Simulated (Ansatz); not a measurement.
An Ansatz (a first-principles code) input (Ansatz, r2SCAN, PAW, cutoff 500 eV, scalar-relativistic without spin-orbit coupling):

Ansatz 0.2 input:
```yaml
crystal:
  lattice:
    - [0.0256102347, 3.2833634217, 3.2833634217]
    - [3.3089736564, 0, 3.3089736564]
    - [3.2833634217, 3.2833634217, 0.0256102347]
  atoms:
    - { symbol: Sn, position: [0.25, 0.25, 0.25] }
    - { symbol: Sn, position: [0, 0, 0] }
basis: { ecutwfc: 500, ecutrho_ratio: 4, xc_grid: 4, fft_grid_basis: typed }
kpoints: { mp_grid: { grid: [12, 12, 12] } }
hamiltonian:
  xc: r2scan
  dispersion: none
  pseudopotentials: { kind: paw }
scf: { occupations: { method: fermi_dirac, width: 0.05 }, convergence: { dr2_threshold: 0.0000000002 } }
relax: { f_tol: 0.005, max_steps: 50 }
output: { forces: true, stress: true }
checkpoint: { write: state.ck, write_every: 1000 }
```

Which symmetry and how many k-points will the program report, and about how many plane waves at Γ?

Space group Imma (ITA 74) with 8 operations, k-points 280 of 1728, and 1819 plane waves at Γ.

The cells carry an imposed strain or load. No phonon test of stability was made. The cell was made from Sn in the diamond structure (space group Fd-3m, No. 227) by this change: tensor shear ε_xz = +0.78 %.
